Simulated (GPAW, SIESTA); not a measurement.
A GPAW input for a self-consistent single point of InF3 (R-3c, 8 atoms in the cell) (DFT LDA (Perdew-Wang 92), plane waves, GPAW PAW datasets LDA (gpaw-data 1.0.1)):

```python
from ase import Atoms
from ase.units import GPa
from gpaw import GPAW, PW, FermiDirac

atoms = Atoms(['In', 'In', 'F', 'F', 'F', 'F', 'F', 'F'],
              cell=[[2.602140, 1.502346, 4.907507],
                    [-2.602140, 1.502346, 4.907507],
                    [0.000000, -3.004692, 4.907507]],
              positions=[[0.000000, 0.000000, 7.361261],
                         [0.000000, 0.000000, 0.000000],
                         [-0.921912, 1.407894, 6.134384],
                         [0.921912, -1.407894, 8.588137],
                         [-0.758316, -1.502346, 6.134384],
                         [0.758316, 1.502346, 8.588137],
                         [1.680228, 0.094452, 6.134384],
                         [-1.680228, -0.094452, 8.588137]],
              pbc=True)

calc = GPAW(mode=PW(950),
            xc='LDA',
            kpts=(5, 5, 5),
            occupations=FermiDirac(0.05),
            nbands=-6,
            convergence={'density': 1e-05, 'bands': -4},
            symmetry={'symmorphic': False, 'tolerance': 0.0005},
            maxiter=120,
            txt='-')

atoms.calc = calc

energy = atoms.get_potential_energy()
print('Energy (eV):', round(energy, 6))
forces = atoms.get_forces()
print('Forces (eV/Ang):')
print(forces.round(5))
stress = atoms.get_stress()
print('Stress (GPa, Voigt):', (stress / GPa).round(4))
```

**Question.** Write the same calculation as an input for SIESTA.

**Answer.** This is the input that was run; spellings and numerical settings could be chosen otherwise.

```
# files in the folder: In.psml F.psml (PseudoDojo LDA standard)
SystemName  InF3
SystemLabel inf3

NumberOfAtoms                8
NumberOfSpecies              2
%block ChemicalSpeciesLabel
  1 49 In
  2 9 F
%endblock ChemicalSpeciesLabel
LatticeConstant              5.754285 Ang
%block LatticeVectors
     0.452209093    0.261083002    0.852843924
    -0.452209093    0.261083002    0.852843924
     0.000000000   -0.522166003    0.852843924
%endblock LatticeVectors
AtomicCoordinatesFormat      Ang
%block AtomicCoordinatesAndAtomicSpecies
     0.000000000    0.000000000    7.361260500  1
     0.000000000    0.000000000    0.000000000  1
    -0.921912181    1.407893507    6.134383750  2
     0.921912181   -1.407893507    8.588137250  2
    -0.758315639   -1.502346000    6.134383750  2
     0.758315639    1.502346000    8.588137250  2
     1.680227819    0.094452493    6.134383750  2
    -1.680227819   -0.094452493    8.588137250  2
%endblock AtomicCoordinatesAndAtomicSpecies

XC.functional                LDA
XC.authors                   PW92
PAO.BasisSize                DZP
PAO.EnergyShift              0.005 Ry
MeshCutoff                   300 Ry
%block kgrid.MonkhorstPack
    5   0   0  0.0
    0   5   0  0.0
    0   0   5  0.0
%endblock kgrid.MonkhorstPack
OccupationFunction           FD
ElectronicTemperature        50.0 meV

MaxSCFIterations             150
SCF.Mixer.Method             Broyden
SCF.Mixer.Weight             0.2
SCF.Mixer.History            6
SCF.DM.Tolerance             1.0E-04
Diag.ParallelOverK           true
WriteForces                  true
Charge.Mulliken              end
```

Basis, cutoffs, solver keys and any potentials are the target program's own. This input uses DFT, LDA PW92, numerical atomic orbitals DZP, PseudoDojo LDA standard norm-conserving potentials (rewritten from UPF to PSML). LDA parametrisations can differ slightly between programs.

The starting cell comes from a database of computed structures (which also holds hypothetical and non-ambient phases and stackings), without a prior relaxation at this level.
